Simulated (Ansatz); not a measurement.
Consider the formation energy of the neutral V_Se in Sb2Se3 (Pnma). Reaction: 12 Sb2Se3 (Pnma) → cell A + Se (P3₁21).

Cell A: a supercell of 60 sites of Sb2Se3 (Pnma) with one empty Se site amid 3 Sb; spin state with PBE: run without spin, k-point mesh 2×2×2.
```xyz
59
Lattice="11.6681 0.0000 0.0000 0.0000 11.9692 0.0000 0.0000 0.0000 11.3597" Properties=species:S:1:pos:R:3 pbc="T T T"
Sb     1.7348     2.9922     0.4595
Sb     9.9328     0.9941    10.9133
Sb     4.0725     1.0087     6.1402
Sb     7.4650     3.0725     5.2022
Sb     0.2834     1.0149     3.7702
Sb    11.4007     3.0024     7.6130
Sb     5.5427     3.0275     9.4300
Sb     6.1076     1.0011     1.9618
Se    10.9973     2.9868     1.5312
Se     0.6696     1.0024     9.8265
Se     6.4936     1.0164     7.2048
Se     5.0981     2.9798     4.0956
Se     2.5329     0.9885     2.2316
Se     9.1470     3.0080     9.1198
Se     3.3516     3.0559     7.8756
Se     8.3411     1.0634     3.5289
Se     7.3485     2.9921     0.5839
Se     4.3564     1.0135    10.7553
Se    10.1377     1.0066     6.2758
Se     1.5632     2.9859     5.0823
Sb     1.7347     6.9869     0.4595
Sb     9.9201     4.9894    10.9052
Sb     4.4238     4.9892     6.1785
Sb     7.4648     6.9056     5.2024
Sb     0.2882     4.9893     3.7681
Sb    11.4007     6.9765     7.6126
Sb     5.5426     6.9507     9.4294
Sb     6.0630     4.9892     1.8945
Se    10.9972     6.9921     1.5311
Se     0.6688     4.9894     9.8461
Se     5.0979     6.9986     4.0956
Se     2.5274     4.9895     2.2298
Se     9.1472     6.9709     9.1199
Se     3.3513     6.9224     7.8755
Se     8.3266     4.9892     3.4057
Se     7.3484     6.9861     0.5836
Se     4.2598     4.9890    10.7758
Se    10.1619     4.9895     6.2384
Se     1.5629     6.9932     5.0821
Sb     1.7524    10.9740     0.4421
Sb     9.9328     8.9848    10.9134
Sb     4.0724     8.9697     6.1402
Sb     7.5548    10.9738     5.3068
Sb     0.2829     8.9642     3.7703
Sb    11.3904    10.9741     7.6139
Sb     5.6109    10.9737     9.4038
Sb     6.1079     8.9771     1.9618
Se    10.9983    10.9742     1.4838
Se     0.6696     8.9766     9.8266
Se     6.4934     8.9618     7.2051
Se     5.1747    10.9737     4.1770
Se     2.5326     8.9904     2.2316
Se     9.1344    10.9741     9.1264
Se     3.3374    10.9739     7.9378
Se     8.3412     8.9147     3.5290
Se     7.4148    10.9738     0.6657
Se     4.3564     8.9647    10.7552
Se    10.1376     8.9723     6.2759
Se     1.5394    10.9739     5.1089
```

Reference: Se (P3₁21), 3 atoms in the cell, k-point mesh 12×12×8 on the run's own vectors. Conventional cell: a = 4.066 Å, b = 4.066 Å, c = 5.131 Å, α = 90.00°, β = 90.00°, γ = 120.00°.

Reference: Sb2Se3 (Pnma), 60 atoms in the cell, the relaxed perfect crystal repeated, atoms not moved again, k-point mesh 2×2×2 on the run's own vectors.

Computed with Ansatz (plane waves, PAW), its default PAW set, cutoff 420 eV, 500 eV for r2SCAN. The structures are at rest with PBE+D3(BJ), within the held lattices; other levels are single points on them. Neutral cells; Fermi-Dirac smearing of at most 0.05 eV in the solids, energies taken to zero width. The lattices are those relaxed with PBE+D3(BJ), so at other levels the solids can be strained, which adds to the spread. Larger cells are relaxed from a start prepared with the learned potential CHGNet, on a coarser mesh till forces fall under 0.03 eV/Å, which some starts already meet. A dispersion term (D3(BJ), or D4 for r2SCAN) was computed beside these levels and is taken off wherever the name lacks it. The PAW files were made for PBE and serve at the other functionals too. Space groups of crystals are read within 0.01 Å. Nuclei at rest; no vibrational terms. No structure search was made; lower ones may exist. The runs are scalar-relativistic, without spin-orbit coupling. No correction for cell size. Mesh and cell size may move defect energies by 0.1 eV or more. The value holds for the reservoirs listed; other chemical potentials shift it. Cell A has symmetry Pm within 0.02 Å and got no random move, so less symmetric positions, which may lie lower, weren't tried.

**Question.** What value does r2SCAN+D4 give?

**Answer.** 1.66 eV, for 12 Sb2Se3 (Pnma) → cell A + Se (P3₁21).

**Question.** List the value at the remaining levels and say how far they part.

**Answer.** 
```csv
Functional,value (eV),less r2SCAN+D4
PBE+D3(BJ),1.77,0.11
r2SCAN,1.54,-0.12
```

The levels shown span 0.23 eV, from r2SCAN (1.54) to PBE+D3(BJ) (1.77).

Ansatz is an electronic-structure program.
